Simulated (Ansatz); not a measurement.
# Response to strain in hypothetical P4_2/mnm MgO

Base system: MgO (space group P4_2/mnm, No. 136; a = 5.565 Å, c = 3.292 Å; a hypothetical phase, not in the database extracts checked). Axes: x, y, z lie along a, b, c of the conventional cell.

Strains are applied to the cell and any free atomic positions relax.

Levels (all Ansatz, a quantum-chemistry and plane-wave program, PAW): PBE (420 eV, no spin-orbit coupling); PBEsol (420 eV, no spin-orbit coupling).

The base cell above is that of PBE; each level relaxes its own structures.

Notes on the quantities. energy relative to the base: free energy F.

```tsv
case	energy relative to the base, PBE	energy relative to the base, PBEsol
isotropic strain −1.76 %	+13 meV/atom	+13 meV/atom
uniaxial strain ε_xx = +1.04 %	+0.5 meV/atom	+0.5 meV/atom
uniaxial strain ε_xx = +1.13 %	+0.6 meV/atom	+0.6 meV/atom
uniaxial strain ε_zz = −0.82 %	+0.5 meV/atom	+0.5 meV/atom
```

The two levels differ by at most about 0.3 meV/atom. They put the cases in the same order.

Stability against distortions was not tested.
